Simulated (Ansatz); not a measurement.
# Sb under a change: isotropic strain +2.43 %

The reference is Sb (space group R-3m, No. 166; a = 4.326 Å, c = 11.339 Å (hexagonal axes); layered; relaxed with 0.1 eV smearing).

Now apply this change: the cell is scaled by 1.0243 in all directions; the atoms relax in the strained cell.

Computed with r2SCAN+rVV10 in Ansatz (plane waves to 500 eV, PAW, scalar-relativistic without spin-orbit coupling). k-mesh 16×16×16 (Γ-centred); smearing 0.1 eV (Fermi–Dirac).

Space group: R-3m (No. 166) (base R-3m (No. 166))
Shortest interatomic distance: 295.3 pm (base 292.0 pm)
Energy relative to the base (free energy F): +20 meV/atom
Pressure (mean of the normal stresses, compression positive): -2.6 GPa (base 0.0 GPa)
Band gap: zero (base zero)

Final structure:

```yaml
crystal:
  lattice:
    - [2.21569, 1.27923, 3.87151]
    - [-2.21569, 1.27923, 3.87151]
    - [0.00000, -2.55846, 3.87151]
  atoms:
    - { symbol: Sb, position: [0.23012, 0.23012, 0.23012] }
    - { symbol: Sb, position: [0.76988, 0.76988, 0.76988] }
```

With Sb present, leaving out spin-orbit coupling can change the band edges. Whether these cells are dynamically stable was not tested.

Ansatz is an electronic-structure program.
